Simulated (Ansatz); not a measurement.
Consider GaN in the zinc blende structure (space group F-43m, No. 216).

```
CELL_PARAMETERS angstrom
      0.00000     2.24904     2.24904
      2.24904     0.00000     2.24904
      2.24904     2.24904     0.00000
ATOMIC_POSITIONS crystal
  Ga 0.00000 0.00000 0.00000
  N  0.25000 0.25000 0.25000
```

Level of theory: Ansatz (a quantum-chemistry and plane-wave program) PBEsol, spin-orbit coupling left out.

Strains are applied to the cell and any free atomic positions relax.

One change was made to it. Results:

```
quantity                 base           after
-------------  --------------  --------------
band gap              1.70 eV         2.18 eV
electron mass  0.15 mₑ (at Γ)  0.19 mₑ (at Γ)
```

Name the change that was made.
A. isotropic strain −0.50 %
B. isotropic strain +1.00 %
C. isotropic strain −2.50 %
D. isotropic strain −3.00 %
E. isotropic strain +2.50 %

C, isotropic strain −2.50 %. For comparison, the band gap in the other runs: isotropic strain +2.50 % gives 1.24 eV; isotropic strain −0.50 % gives 1.80 eV; isotropic strain −3.00 % gives 2.28 eV; isotropic strain +1.00 % gives 1.51 eV.

Masses are band curvatures over ±0.01 Å⁻¹ around the edge. Stability against distortions was not tested. This is not the structure that GaN has at room temperature and ambient pressure.
